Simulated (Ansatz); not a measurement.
# A constructed model of the (000-1) surface of wurtzite ZnO, O-terminated, 2x2 Zn adatom at T1 (bottom of the slab: 2 H on 4 bottom sites)

All values below come from PBE (plane waves to 420 eV, PAW; Ansatz, a first-principles code).

Set-up: 43 atoms, 14.8 Å thick at the start with caps and adatoms; mesh 4x4x1; 0.025 eV smearing; dipole correction on; 8 atoms held, the rest relaxed; symmetry of the start imposed; no spin (in PBE a spin-polarised start ends 0.13 eV a cell lower), no spin-orbit, no U. The slab shows no gap over 0.04 eV on its mesh. In PBE it lies 0.36 eV a 1x1 cell over the lowest computed structure of the same composition (2x2 Zn adatom at T4).

The work function of the top face is 4.71 eV and the energy released by relaxation comes out as 1.16 eV. The cost is very roughly 24 core-minutes.
